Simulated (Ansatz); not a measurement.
**Ge: response to strain**

The reference is Ge in the diamond structure (space group Fd-3m, No. 227; a = 5.622 Å). Axes: x, y, z lie along the cube axes.

Strains are applied to the cell and any free atomic positions relax.

Computed with Ansatz (an electronic-structure program) LDA, without spin-orbit coupling.

Candidates:
(a) uniaxial strain ε_zz = +0.50 %
(b) uniaxial strain ε_zz = −3.00 %
(c) uniaxial strain ε_zz = −1.00 %

Notes on the quantities. energy relative to the base: free energy F.

Q: Order them by energy relative to the base, highest first.

A: (b) uniaxial strain ε_zz = −3.00 % (+7.8 meV/atom), (c) uniaxial strain ε_zz = −1.00 % (+0.8 meV/atom), (a) uniaxial strain ε_zz = +0.50 % (+0.2 meV/atom)

Stability against distortions was not tested.
